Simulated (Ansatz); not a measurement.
## TiO2 in the anatase structure (space group I4_1/amd, No. 141)

```
CELL_PARAMETERS angstrom
     -1.88489     1.88489     4.77588
      1.88489    -1.88489     4.77588
      1.88489     1.88489    -4.77588
ATOMIC_POSITIONS crystal
  Ti 0.50000 0.50000 0.00000
  Ti 0.25000 0.75000 0.50000
  O  0.29247 0.29247 0.00000
  O  0.04247 0.54247 0.50000
  O  0.45753 0.95753 0.50000
  O  0.70753 0.70753 0.00000
```

All numbers come from plane-wave PAW DFT at the PBEsol level (Ansatz, a first-principles code, 420 eV), no spin-orbit coupling. Γ-centred 12×12×12 mesh, Fermi–Dirac width 0.05 eV.

The volume per atom is 11.31 Å³. The density is 3.91 g/cm³ and the band gap comes out as 2.11 eV, indirect, Γ–X (87 % along) → Γ. The total energy is -1199.956 eV/atom (σ→0; compares only within this code and set-up).

Whether these cells are dynamically stable was not tested. All final runs are without spin polarisation.
